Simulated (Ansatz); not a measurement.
# BeS (model structure, started from the rocksalt type, Fm-3m, No. 225, 2 atoms in the cell)

Level of theory: LDA in Ansatz (plane waves, PAW).

Run with plane-wave cutoff 520 eV, 14×14×14 k mesh, Fermi–Dirac smearing 0.01 eV, scalar-relativistic PAW data made under PBE.

Cell (relaxed at this level):

```xyz
2
Lattice="0.0000 2.2778 2.2778 2.2778 0.0000 2.2778 2.2778 2.2778 0.0000" Properties=species:S:1:pos:R:3 pbc="T T T"
S      0.0000     0.0000     0.0000
Be     2.2778     2.2778     2.2778
```

```json
{
 "band_gap": "0.98 eV (on the SCF k mesh)",
 "direct gap at Γ": "6.12 eV",
 "bulk modulus B0": "119 GPa"
}
```

Note: the bulk modulus is −V dP/dV from two relaxed cells at ±2 % in volume; the relaxation could raise the start's symmetry but not lower it, so the cell can be a saddle point.

Static lattice: no zero-point or thermal effects.

Cost on a shared machine: roughly 7 core-seconds.

A model structure was made by putting elements into a prototype or built by hand; it is no filed structure, need not be a known phase, and can be a saddle point held by its symmetry.

Ansatz is a quantum-chemistry and plane-wave program.
